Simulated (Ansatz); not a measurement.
Consider the following.

```xyz
2
Lattice="4.2600 0.0000 0.0000 0.0000 4.2600 0.0000 2.1300 -2.1300 2.8255" Properties=species:S:1:pos:R:3 pbc="T T T"
Cd     0.0000     0.0000     0.0000
S      4.2600     2.1300     1.4127
```

No spin polarisation.

All numbers come from r2SCAN/PAW in Ansatz (a first-principles code), no spin-orbit coupling. Γ-centred 10×10×10 mesh, Fermi–Dirac width 0.05 eV.

Q: Predict the gap character, in-plane stress and band gap.

A: 
* **Gap character**: direct at Γ
* **Mean in-plane stress (compression positive)**: -1.1 GPa
* **Band gap**: 1.40 eV

The cells carry an imposed strain or load. Whether these cells are dynamically stable was not tested. The cell was made from CdS in the zinc blende structure (space group F-43m, No. 216) by this change: biaxial strain +2.50 %, plane normal [001], relaxed out of plane.
